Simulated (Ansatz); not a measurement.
ScIr₃ (model structure, started from the D019 type, P6₃/mmc, No. 194, 8 atoms in the cell): equilibrium lattice constant a by level of theory

No measured value is used here.

| level (code) | value (Å) |
|---|---|
| LDA (Ansatz) | 5.511 |
| PBEsol (Ansatz) | 5.548 |
| r²SCAN (Ansatz) | 5.580 |

The crystal itself was run without spin with LDA, PBEsol, r²SCAN; a magnetic state was not tried in these runs. Density-functional levels without +SOC have no spin–orbit coupling. LDA, PBEsol, r²SCAN: the run has no spin polarisation, so it can have missed a magnetic state. Cutoffs differ between the levels. Ansatz's density-functional and Hartree–Fock values are scalar-relativistic unless marked +SOC, with PAW data made under PBE.

A model structure was made by putting elements into a prototype or built by hand; it is no filed structure, need not be a known phase, and can be a saddle point held by its symmetry.

Ansatz is a first-principles code.
